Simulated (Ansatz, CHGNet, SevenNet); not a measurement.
# TiAl₃ (I4/mmm, No. 139): properties by level of theory

| level (code) | lattice parameter a (Å) | lattice parameter c (Å) |
|---|---|---|
| CHGNet 0.3.0 (CHGNet) | 3.847 | (withheld) |
| SevenNet-0 (SevenNet) | 3.836 | (withheld) |
| r²SCAN+rVV10 (Ansatz) | 3.819 | 8.547 |

What belongs in the gaps?


- CHGNet 0.3.0 (CHGNet), lattice parameter c (Å): 8.627
- SevenNet-0 (SevenNet), lattice parameter c (Å): 8.677

Ansatz's density-functional and Hartree–Fock values are scalar-relativistic unless marked +SOC, with PAW data made under PBE.

The computed numbers hold no vibrational or temperature effects.

Ansatz is an electronic-structure program.
